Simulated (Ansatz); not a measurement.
## GaN: point defects

Take a 16-atom supercell of GaN in the zinc blende structure (space group F-43m, No. 216; a = 4.498 Å) at its relaxed geometry as the base.

One neutral defect a cell, atoms relaxed at fixed cell.

Computed with r2SCAN/PAW in Ansatz (an electronic-structure program), scalar-relativistic without spin-orbit coupling, earlier PAW set.

```json
[
 {"variant": "perfect supercell", "largest displacement of a host atom from its site in the perfect cell": "–", "pressure": "0.0 GPa"},
 {"variant": "N vacancy, symmetric start", "largest displacement of a host atom from its site in the perfect cell": "0.04 Å", "pressure": "-1.0 GPa"},
 {"variant": "Ga vacancy", "largest displacement of a host atom from its site in the perfect cell": "?", "pressure": "?"},
 {"variant": "Ga interstitial (started 1.95 Å from the nearest host atom), symmetric start", "largest displacement of a host atom from its site in the perfect cell": "0.12 Å", "pressure": "27.0 GPa"},
 {"variant": "As on a N site, symmetric start", "largest displacement of a host atom from its site in the perfect cell": "0.20 Å", "pressure": "21.2 GPa"},
 {"variant": "Bi on a N site, symmetric start", "largest displacement of a host atom from its site in the perfect cell": "0.36 Å", "pressure": "33.9 GPa"}
]
```

Question: Some entries are withheld; estimate them.

Answer: 
- Ga vacancy, largest displacement of a host atom from its site in the perfect cell: 0.17 Å
- Ga vacancy, pressure: 2.5 GPa

Other magnetic orders, which the real material may have, were not ruled out. In so small a cell the defect repeats every few ångströms: this is an ordered compound, not a dilute defect. A case with no gap was solved on a k-mesh chosen for an insulator, which is coarse for it. Defects with a symmetric start kept the site's symmetry and may sit on a saddle; the others started slightly shaken. Starting moments died away, wholly or in part, for N vacancy, Ga interstitial (started 1.95 Å from the nearest host atom), As on a N site and Bi on a N site; another magnetic solution may exist. This is not the structure that GaN has at room temperature and ambient pressure.
